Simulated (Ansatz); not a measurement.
The starting structures come from a database of crystals and need not be the phases stable at ambient conditions.

 Where the default PAW files enter, the runs use the earlier of Ansatz's two default sets.

Inside the gap of an insulator the Bloch states are evanescent, with a wavenumber k + iκ along the transport direction.

Input:

```
CELL_PARAMETERS angstrom
      4.81341     0.00000     0.00000
      0.00000     6.05747     0.00000
      0.00000     0.00000     5.20198
ATOMIC_POSITIONS crystal
  Li 0.49028 0.00000 0.84214
  Li 0.99028 0.50000 0.15786
  Li 0.49094 0.74847 0.32772
  Li 0.99094 0.75153 0.67228
  Li 0.49094 0.25153 0.32772
  Li 0.99094 0.24847 0.67228
  P  0.49902 0.50000 0.82544
  P  0.99902 0.00000 0.17456
  O  0.89206 0.20870 0.31320
  O  0.39206 0.29130 0.68680
  O  0.89206 0.79130 0.31320
  O  0.39206 0.70870 0.68680
  O  0.39694 0.50000 0.10647
  O  0.89694 0.00000 0.89353
  O  0.81886 0.50000 0.81982
  O  0.31886 0.00000 0.18018
```

Space group of this cell: Pmn2_1. The cell is taken as given; by r2SCAN its mean pressure is 1.2 GPa.

Transport runs along the normal of the first two printed cell vectors.

The gap is the functional's own. No spin-orbit coupling. Mid-gap values are interpolated on the energy grid.

**Question.** Give the band gap and the smallest decay constant κ at mid-gap that r2SCAN (Ansatz, an electronic-structure program) yields.

**Answer.** Gap 6.89 eV on a 6×6×6 mesh; κ = 0.536 1/Å, at the zone centre.
